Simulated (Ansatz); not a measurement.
The reference is SnO$_{2}$ in the rutile structure (space group P4_2/mnm, No. 136; a = 4.769 Å, c = 3.212 Å). Axes: x, y, z lie along a, b, c of the conventional cell.

Level of theory: plane-wave PAW DFT at the PBEsol level (Ansatz, an electronic-structure program, 420 eV), no SOC.

Strains are applied to the cell and any free atomic positions relax.

One change was made to it. Results:

The band gap goes up by 0.116 eV, from 0.92 eV to 1.03 eV; the energy increases by 1.3 meV/atom; the valence-band top at Γ (three highest levels, from the VBM) goes from 0.00, -0.77, -0.77 eV to 0.00, -0.75, -0.80 eV.

Problem. Name the change that was made.
A) uniaxial strain ε_xx = −3.00 %
B) uniaxial strain ε_xx = −0.60 %
C) uniaxial strain ε_xx = −1.20 %

Solution. C, uniaxial strain ε_xx = −1.20 %. For comparison, the band gap in the other runs: uniaxial strain ε_xx = −3.00 % gives 1.25 eV; uniaxial strain ε_xx = −0.60 % gives 0.98 eV.

Gaps are read on the SCF mesh and a high-symmetry path. Whether these cells are dynamically stable was not tested.
